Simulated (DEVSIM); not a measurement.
System: illuminated Si n-on-p cell, one wavelength, at 250 K.

Layer 1 from the left is Si, thickness (μm) 0.620, Nd (cm⁻³) 7.9e18, τn (s) 0.00015, τp (s) 8.4e-5, absorption coefficient (cm⁻¹) 96000. Layer 2 from the left is Si, thickness (μm) 23.0, Na (cm⁻³) 6.6e16, τn (s) 0.00088, τp (s) 0.00088, absorption coefficient (cm⁻¹) 96000.

Left contact: ohmic, minority hole recombination velocity 20 cm/s. Right contact: ohmic, minority electron recombination velocity 50000 cm/s. Voltage is applied to the left contact. Recombination: SRH at mid-gap, radiative, Auger. Gap narrowing is on: ΔEg = 6.92 meV × (l + √(l² + 0.5)), l = ln(N/1.3e17 cm⁻³), shared equally by both band edges. Light enters at the left, 7.4e16 photons cm⁻² s⁻¹, one pass, no reflection. Mobility is μmin + (μ − μmin)/(1 + (N/Nref)^α).

Constants are typed, rounded textbook-type inputs, not results; the design itself was drawn at random and stands for no fabricated device. Values at 300 K; Nc and Nv go as T^1.5, mobilities as T to minus their exponent, the gap by Varshni's rule with the affinity fixed.

Si: gap (eV) 1.124, affinity (eV) 4.05, permittivity 11.7, Nc (cm⁻³) 2.86e19, Nv (cm⁻³) 3.1e19, μn (cm²/Vs) 1417, μp (cm²/Vs) 470, μn,min 52, μp,min 45, Nref,n 9.7e16, Nref,p 2.2e17, αn 0.68, αp 0.72, T exponent of μn 2.3, T exponent of μp 2.2, B (cm³/s) 4.7e-15, Cn (cm⁶/s) 2.8e-31, Cp (cm⁶/s) 9.9e-32, Varshni α (eV/K) 0.000473, Varshni β (K) 636.

DEVSIM, 1D drift-diffusion, Boltzmann statistics, complete ionisation; no tunnelling, impact ionisation, image-force lowering or self-heating.

Dark forward current:

```tsv
|V| (V)	|J| (A/cm²)
0.35	1.894e-9
0.40	1.911e-8
0.45	1.941e-7
0.50	1.974e-6
0.55	2.010e-5
0.60	0.0002046
0.65	0.002083
0.70	0.02121
0.75	0.2158
0.80	2.176
0.85	20.48
0.90	146.7
0.95	720.9
1.00	2588
```

### Question
Work out the local ideality factor n = ΔV / (kT/q · ln(J2/J1)) between the rows 0.35 and 0.40 V, 0.65 and 0.70 V, 0.95 and 1.00 V.

### Answer
kT/q = 21.54 mV. From 0.35 to 0.40 V: ln(1.911e-8/1.894e-9) = 2.312, n = 1.00, near the 1 of diffusion or emission over a barrier. From 0.65 to 0.70 V: ln(0.02121/0.002083) = 2.321, n = 1.00, near the 1 of diffusion or emission over a barrier. From 0.95 to 1.00 V: ln(2588/720.9) = 1.278, n = 1.82.

### Question
What current could the absorbed light give at most, and what share is collected?

### Answer
Σ αd = 227, so qΦ(1 − exp(−Σ αd)) = 11.9 mA/cm². The simulated short-circuit current is 11.61 mA/cm², a share of 0.98.

### Question
Estimate the open-circuit voltage by superposition: the voltage at which the dark current equals that short-circuit current.

### Answer
Interpolating ln J in the table gives 0.687 V. The simulation gives 0.687 V, the same within the digits that matter. Superposition holds where collection doesn't change with voltage.

### Question
Estimate the fill factor from FF0 = (v − ln(v + 0.72))/(v + 1), v = qVoc/(nkT), with n from the dark curve.

### Answer
The rows about Voc, 0.65 and 0.70 V, give n = 1.00, so v = 31.9 and FF0 = 0.864. The simulation gives 0.865, the same within the digits that matter.
